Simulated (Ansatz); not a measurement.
The reference is HfO₂ (space group Pca2_1, No. 29; a = 5.247 Å, b = 5.030 Å, c = 5.059 Å).

Structures relaxed with r2SCAN (Ansatz, a quantum-chemistry and plane-wave program, PAW, no spin-orbit coupling).

Base:

Simulated powder pattern, Cu Kα1, λ = 1.54056 Å (kinematic, ideal powder, no thermal factors, no anomalous dispersion; the 8 strongest lines at most, above 2 %, up to 2θ = 90°):

| 2θ (°) | I/Imax (%) | hkl |
|---|---|---|
| 30.27 | 100 | (111) |
| 34.15 | 13 | (200) |
| 35.45 | 15 | (002) |
| 50.05 | 14 | (202) |
| 50.21 | 13 | (220) |
| 51.17 | 15 | (022) |
| 60.48 | 16 | (113) |
| 60.76 | 15 | (131) |

After one change:

Simulated powder pattern, Cu Kα1, λ = 1.54056 Å (kinematic, ideal powder, no thermal factors, no anomalous dispersion; the 8 strongest lines at most, above 2 %, up to 2θ = 90°):

| 2θ (°) | I/Imax (%) |
|---|---|
| 30.18 | 100 |
| 34.03 | 13 |
| 35.34 | 14 |
| 49.87 | 14 |
| 50.05 | 13 |
| 51.01 | 15 |
| 60.27 | 16 |
| 60.57 | 15 |

Question: What was done to the base?
(A) pressure 3 GPa
(B) pressure 0.7 GPa
(C) pressure −2 GPa
(D) pressure 0.3 GPa

Answer: C, pressure −2 GPa. Its volume per atom is 11.23 Å³ against 11.13 Å³, and its space group is Pca2_1 (No. 29).

Load acts through the strain it causes; cell and atoms are relaxed under it. No phonon test of stability was made. This is not the structure that HfO2 has at room temperature and ambient pressure.
